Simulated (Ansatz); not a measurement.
Phonon-limited electron mobility of Si (Fd-3m) in cm²/(V·s), LDA, finite-displacement electron-phonon coupling, linearised Boltzmann equation run with Ansatz (a first-principles code). Condition of this run: hydrostatic pressure -3 GPa (the target of the relaxation). Geometry: relaxed with this functional, without spin-orbit coupling.

| Condition | μ |
|---|---|
| 150 K | 6800 |
| 200 K | [?] |
| 250 K | 2140 |
| 300 K | 1400 |
| 350 K | 984 |
| 400 K | [?] |
| 500 K | 437 |
| 600 K | 289 |

Problem. Some entries are withheld; supply them.

Solution. 
- 200 K, μ: 3600
- 400 K, μ: 725

Problem. What exponent p of μ ∝ T^−p fits 200 to 400 K (along x)?

Solution. p ≈ 2.3; acoustic deformation-potential scattering alone gives 1.5.

Scattering by harmonic phonons alone: no impurities, screening or carrier-carrier scattering, bands fixed at 0 K. From a coarser fine mesh the values given move by up to 5 %. The mesh was bound by memory.
